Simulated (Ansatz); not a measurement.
L1₂ (Cu3Au-type) Ni3Fe was calculated with PBE-D4 in Ansatz (plane waves, PAW).

Numerical settings: plane-wave cutoff 520 eV, 16×16×16 k mesh, Fermi–Dirac smearing 0.05 eV, spin-polarised with parallel moments, scalar-relativistic PAW data made under PBE.

Computed at the level's own relaxed cell.

**Question.** Give the computed volume per atom, pressure derivative B′ of the bulk modulus, bulk modulus, lattice parameter a and magnetic moment (largest site, within a sphere).

**Answer.** 
- volume per atom = 10.82 Å³/atom
- pressure derivative B′ of the bulk modulus = 4.8
- bulk modulus = 212 GPa
- lattice parameter a = 3.511 Å
- magnetic moment (largest site, within a sphere) = 2.88 μB

The run finds no gap.

Measured, for comparison: lattice constant a 3.545 Å (temperature not stated, copied from a table, unchecked, not corrected to a static lattice; as tabulated in Mineralogical Magazine 44, 225 (1981)). Computed (rounded) less measured: lattice constant a not scored (unchecked). A static lattice is as a rule a little smaller and stiffer than an uncorrected measurement, which narrows the difference in the lattice constant a and would widen misses of the other sign.

Moments are spin moments.

Computed values are for the static lattice.

It cost roughly 12 core-minutes of CPU time.

Ansatz is an electronic-structure program.
